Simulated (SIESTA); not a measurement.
Band structure of YB2Pd7 (Fm-3m, 10 atoms in the cell).

```xyz
10
Lattice="0.0000 4.2385 4.2385 4.2385 0.0000 4.2385 4.2385 4.2385 0.0000" Properties=species:S:1:pos:R:3 pbc="T T T"
Y      0.0000     0.0000     0.0000
B      6.3578     6.3578     6.3578
B      2.1193     2.1193     2.1193
Pd     2.1193     4.2385     2.1193
Pd     4.2385     2.1193     2.1193
Pd     2.1193     0.0000     2.1193
Pd     0.0000     2.1193     2.1193
Pd     2.1193     2.1193     4.2385
Pd     2.1193     2.1193     0.0000
Pd     4.2385     4.2385     4.2385
```

Method of the run: LDA PW92, numerical atomic orbitals TZP, PseudoDojo LDA standard norm-conserving potentials (rewritten from UPF to PSML) run with SIESTA.

Settings: XC.functional = LDA; XC.authors = PW92; potentials = PseudoDojo LDA standard; PAO.BasisSize = TZP; PAO.EnergyShift = 0.01 Ry; MeshCutoff = 350 Ry; kgrid.MonkhorstPack = 4 4 4; OccupationFunction = FD; ElectronicTemperature = 0.05 eV; MaxSCFIterations = 150; SCF.Mixer.Method = Pulay; SCF.Mixer.Weight = 0.1; SCF.Mixer.History = 8; SCF.DM.Tolerance = 1.0E-05.

The starting cell comes from a database of computed structures (which also holds hypothetical and non-ambient phases and stackings), without a prior relaxation at this level. Spin polarisation is off. Values carry the incompleteness of an atom-centred basis.

Levels in eV from the Fermi level, bands 68 to 73:
```
point     68     69     70     71     72    73
-----  -----  -----  -----  -----  -----  ----
Γ      -0.71  -0.71  -0.71  -0.60  -0.60  0.65
X      -1.29  -1.00  -0.10  -0.08  -0.08  0.27
W      -1.01  -0.79  -0.79  -0.59   0.43  0.43
K      -1.10  -1.00  -0.76  -0.12  -0.03  0.64
L      -1.14  -0.79  -0.79  -0.55   0.17  0.17
U      -1.10  -1.00  -0.76  -0.12  -0.03  0.64
```

Bands cross the Fermi level along this path, so the cell is metallic at this level.

Higher empty bands are left out: an atom-centred basis made for the valence describes them poorly.
